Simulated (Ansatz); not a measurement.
Point defect Al vacancy + 1 H in zinc-blende AlP

Calculation: PBE, PAW (plane waves to 420 eV; Ansatz, a quantum-chemistry and plane-wave program). The supercell holds 64 host sites (2×2×2 repeats of the unit cell), with a 2×2×2 shifted k-point sampling for the final energies. Sites at the start: the Al site; 1 H on the vacancy's neighbours. Charged cells carry a point-charge image correction with potential alignment at far atoms. Dielectric constants: PBE linear response of the host. Host gap at this level: 1.63 eV. A cell of this size leaves errors of a few tenths of an eV. The semilocal functional narrows the gap, so deep levels can fall outside it. Spin–orbit coupling is left out. Each state is the lowest found from its start.

Formation energies E_f are given with the Fermi level at the valence-band maximum. Chemical conditions: Al-rich (Δμ(Al) = 0.00 eV, Δμ(H) = -0.003 eV, bounded by AlH3 (R-3c); only phases computed here count, gases as isolated molecules at 0 K). Reference phases: Al: fcc Al, H: H2 molecule in a box.

| charge | moment (μB) | largest move off a lattice site (Å) | image correction with alignment (eV) | E_f, Al-rich (eV) | above the lowest spin state (eV) |
|---|---|---|---|---|---|
| +1* | fractional | 0.17 | – | – | 0.00 |
| 0† | fractional | 0.17 | 0.00 | 4.08 | 0.00 |
| 0† | not spin-polarised | 0.17 | 0.00 | 4.10 | 0.02 |
| −1† | 1.0 | 0.17 | 0.32 | – | 0.00 |
| −2 | not spin-polarised | 0.16 | 0.93 | 5.53 | 0.00 |

* At this level the carrier isn't localised at the defect: at charge +1 holes occupy the valence band. Such a state is shallow or no state of the defect, and this cell gives it no level.

† Not settled in this cell, so no level is given: charge 0: fractional moment; charge −1: a level filled in part.

Starting moments that weren't kept: charge +1 began with 1 μB and ended with 0.5; charge 0 began with 2 μB and ended with 0.5.
